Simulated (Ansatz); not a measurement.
**GaSb under a change: uniaxial strain ε_zz = −1.50 %**

Base system: GaSb in the zinc blende structure (space group F-43m, No. 216; a = 6.132 Å). Axes: x, y, z lie along the cube axes.

Perturbation: the cell is compressed by 1.50 % along z with no lateral relaxation; the atoms relax in the strained cell.

Level of theory: Kohn–Sham DFT with the r2SCAN functional, run in Ansatz (a quantum-chemistry and plane-wave program) with PAW and 500 eV plane waves, no SOC. Settings: 13×13×13 k-points, 0.05 eV Fermi–Dirac smearing.

The volume per atom shrinks by 0.432 Å³, from 28.83 Å³ to 28.39 Å³ and the shortest interatomic distance drops by 0.013 Å, from 2.655 Å to 2.642 Å. The energy rises by 1.8 meV/atom and the pressure (mean of the normal stresses, compression positive) goes up by 0.83 GPa (0.01 GPa → 0.84 GPa). The band gap increases by 0.05 eV (0.41 eV → 0.46 eV) and the gap character is still direct at Γ. The electron mass becomes 0.026 mₑ along z, 0.030 mₑ across (at Γ) (base: 0.023 mₑ (at Γ)) and the valence-band top at Γ (three highest levels, from the VBM) becomes 0.00, -0.09, -0.09 eV (base: 0.00, 0.00, 0.00 eV). The stress (xx, yy, zz, yz, xz, xy; compression positive) comes out as (0.60, 0.60, 1.33, 0.00, 0.00, 0.00) GPa.

Cost of the whole job for the changed cell (relaxation, final SCF and bands): very roughly 90 core-seconds.

With Sb present, leaving out spin-orbit coupling can change the band edges. Masses are band curvatures over ±0.01 Å⁻¹ around the edge. Whether these cells are dynamically stable was not tested. Labels are those of the standard path for the cell's own space group.
